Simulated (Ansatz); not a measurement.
The starting structures come from a database of crystals and need not be the phases stable at ambient conditions.

By LDA, the system below comes out a metal.

The ballistic (Sharvin) conductance counts the channels at the Fermi level: G/A = (e²/h) × channels of both spins per area.

Input:

```
InSb
1.0
    3.22250     0.00000     0.00000
    0.00000     5.93800     0.00000
    0.00000     0.00000     5.92042
In Sb
2 2
Direct
  0.99120   0.00000   0.00000
  0.00880   0.50000   0.50000
  0.72300   0.50000   0.00000
  0.27700   0.00000   0.50000
```

Space group of this cell: Pmmn. The cell is taken as given; by LDA its mean pressure is -4.2 GPa.

The current flows along the normal of the first two printed cell vectors. No spin-orbit coupling; the value is a mean over 0.1 eV about the Fermi level.

Compute, with LDA (Ansatz, a quantum-chemistry and plane-wave program), the ballistic conductance per area.

0.60 × 10¹⁵ S/m² for both spins.
